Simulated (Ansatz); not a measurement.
Fluorite HfO₂ (high-temperature phase) was calculated with LDA+SOC (plane waves, PAW; Ansatz, a quantum-chemistry and plane-wave program).

Numerical settings: plane-wave cutoff 520 eV, 8×8×8 k mesh, PAW data made under PBE.

Cell (relaxed at this level):

```
HfO2
1.0
    0.00000     2.49969     2.49969
    2.49969     0.00000     2.49969
    2.49969     2.49969     0.00000
Hf O
1 2
Cartesian
  0.00000   0.00000   0.00000
  1.24985   1.24985   1.24985
  3.74954   3.74954   3.74954
```

### Question
Estimate the Young modulus, Poisson ratio and Voigt–Reuss–Hill bulk modulus that the calculation returns.

### Answer

- Young modulus = 323 GPa
- Poisson ratio = 0.310
- Voigt–Reuss–Hill bulk modulus = 283 GPa

Note: symmetry holds this phase in the static calculation, where it need not be a minimum; held by symmetry at 0 K, a high-temperature phase can be a saddle point.

Elastic constants are with the ions relaxed.

The computed numbers hold no vibrational or temperature effects.

It cost about 9 core-minutes (a rough figure) of CPU time.
